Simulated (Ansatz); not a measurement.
Start from BN (space group P6_3/mmc, No. 194; a = 2.506 Å, c = 6.615 Å; layered, stacked along the Cartesian z axis).

All numbers come from DFT with PBE-D3(BJ), PAW potentials and a 420 eV plane-wave cutoff in Ansatz (a first-principles code), no spin-orbit coupling.

One change was made to it. Results:

| quantity | base | after |
|---|---|---|
| smallest direct gap | 4.64 eV | 4.55 eV |
| lattice parameter a | 2.506 Å | 2.503 Å |
| width of the top valence band | 3.22 eV | 3.50 eV |

Question: Which change produced these results?
(A) pressure 10 GPa
(B) pressure 3 GPa
(C) pressure 1.5 GPa

Answer: C, pressure 1.5 GPa. For comparison, the smallest direct gap in the other runs: pressure 3 GPa gives 4.47 eV; pressure 10 GPa gives 4.34 eV.

Load acts through the strain it causes; cell and atoms are relaxed under it. No phonon test of stability was made. Competing high-pressure phases were not computed.
